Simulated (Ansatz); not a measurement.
**Response to strain in BeTe**

Start from BeTe in the zinc blende structure (space group F-43m, No. 216).

```
BeTe
1.0
    0.00000     2.80217     2.80217
    2.80217     0.00000     2.80217
    2.80217     2.80217     0.00000
Be Te
1 1
Direct
  0.00000   0.00000   0.00000
  0.25000   0.25000   0.25000
```

Strains are applied to the cell and any free atomic positions relax.

Computed with Ansatz (an electronic-structure program) PBEsol, without spin-orbit coupling.

Notes on the quantities. energy relative to the base: free energy F.

```
variant                   energy relative to the base  smallest direct gap  width of the top valence band
------------------------  ---------------------------  -------------------  -----------------------------
base                                       0 meV/atom              3.61 eV                        3.30 eV
isotropic strain −3.00 %                 +37 meV/atom              3.52 eV                        3.77 eV
isotropic strain −2.50 %                 +25 meV/atom              3.54 eV                        3.69 eV
isotropic strain −2.00 %                 +16 meV/atom              3.55 eV                        3.61 eV
isotropic strain −1.50 %                +8.8 meV/atom              3.57 eV                        3.53 eV
isotropic strain −1.00 %                +3.9 meV/atom              3.58 eV                        3.45 eV
isotropic strain −0.50 %                +1.0 meV/atom              3.60 eV                        3.37 eV
isotropic strain +0.50 %                +0.9 meV/atom              3.62 eV                        3.23 eV
isotropic strain +1.00 %                +3.6 meV/atom              3.61 eV                        3.16 eV
isotropic strain +2.50 %                 +22 meV/atom              3.31 eV                        2.96 eV
```

With Te present, leaving out spin-orbit coupling can change the band edges. Semilocal Kohn–Sham gaps tend to fall short of experiment. Stability against distortions was not tested.
